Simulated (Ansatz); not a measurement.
fcc Yb was calculated with PBEsol (Ansatz, an electronic-structure program, plane waves, PAW).

Settings: plane-wave cutoff 520 eV, 20×20×20 k mesh, Fermi–Dirac smearing 0.023 eV (set by the program), no spin polarisation, scalar-relativistic PAW data made under PBE.

Cell (relaxed at this level):

```cif
data_Yb
_chemical_formula_sum 'Yb1'
_space_group_name_H-M_alt 'P 1'
_space_group_IT_number 1
_cell_length_a 3.58449
_cell_length_b 3.58449
_cell_length_c 3.58449
_cell_angle_alpha 60.000
_cell_angle_beta 60.000
_cell_angle_gamma 60.000
loop_
_space_group_symop_operation_xyz
  'x, y, z'
loop_
_atom_site_label
_atom_site_type_symbol
_atom_site_fract_x
_atom_site_fract_y
_atom_site_fract_z
_atom_site_occupancy
Yb1 Yb 0.00000 0.00000 0.00000 1
```

Q: What does this level give for the elastic constant C12, elastic constant C44, Voigt–Reuss–Hill bulk modulus and elastic constant C11?

A: 
elastic constant C12: 19.4 GPa
elastic constant C44: 26.8 GPa
Voigt–Reuss–Hill bulk modulus: 20.9 GPa
elastic constant C11: 23.8 GPa

Elastic constants are with the ions relaxed.

Spin–orbit coupling is not included.

Cost on a shared machine: around 5 core-minutes (rough).
